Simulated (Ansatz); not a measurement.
Results of PBE (Ansatz, an electronic-structure program, PAW) for WPt (model structure, Cmcm, No. 63, 4 atoms in the cell).

Settings: plane-wave cutoff 520 eV, 18×18×14 k mesh (along the axes of the cell as run), Fermi–Dirac smearing 0.05 eV, no spin polarisation, scalar-relativistic PAW data made under PBE.

Cell (relaxed at this level):

```xyz
4
Lattice="1.3580 -5.3159 0.0000 1.3580 5.3159 0.0000 0.0000 0.0000 4.3516" Properties=species:S:1:pos:R:3 pbc="T T T"
W      1.3580    -1.8140     1.0879
Pt     1.3580    -4.5460     1.0879
W      1.3580     1.8140     3.2637
Pt     1.3580     4.5460     3.2637
```

Task: What does this level give for the bulk modulus?

Result: 
- bulk modulus = 294 GPa

Note: the run has no spin polarisation, so it can have missed a magnetic state; the bulk modulus is −V dP/dV from two relaxed cells at ±2 % in volume; the relaxation could raise the start's symmetry but not lower it, so the cell can be a saddle point.

Spin–orbit coupling is not included.

The computed numbers hold no vibrational or temperature effects.

A model structure was made by putting elements into a prototype or built by hand; it is no filed structure, need not be a known phase, and can be a saddle point held by its symmetry.
